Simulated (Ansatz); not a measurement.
MgF2, pressure series

Start from MgF2 in the rutile structure (space group P4_2/mnm, No. 136; a = 4.6389 Å, c = 3.0624 Å).

Cell and atoms are relaxed at each pressure.

All numbers come from PBEsol in Ansatz (plane waves to 420 eV, PAW, without spin-orbit coupling).

Notes on the quantities. enthalpy: H = E + PV relative to the base's energy.

| change | enthalpy | band gap | lattice parameter a |
|---|---|---|---|
| base | – | 6.89 eV | 4.639 Å |
| pressure −1 GPa | -0.07 eV/atom | 6.82 eV | 4.656 Å |
| pressure 0.9 GPa | +0.06 eV/atom | 6.95 eV | 4.624 Å |
| pressure 2.1 GPa | +0.14 eV/atom | 7.03 eV | 4.604 Å |
| pressure 4.5 GPa | +0.30 eV/atom | 7.17 eV | 4.569 Å |
| pressure 9 GPa | +0.59 eV/atom | 7.41 eV | 4.511 Å |
| pressure 15 GPa | +0.97 eV/atom | 7.70 eV | 4.447 Å |
| pressure 22.5 GPa | +1.41 eV/atom | ? | ? |
| pressure 30 GPa | +1.84 eV/atom | 8.31 eV | 4.324 Å |

What belongs in the blanks?


- pressure 22.5 GPa, band gap: 8.02 eV
- pressure 22.5 GPa, lattice parameter a: 4.380 Å

Load acts through the strain it causes; cell and atoms are relaxed under it. Whether these cells are dynamically stable was not tested. No other phases were tried under pressure.

Ansatz is a program for electronic structure.
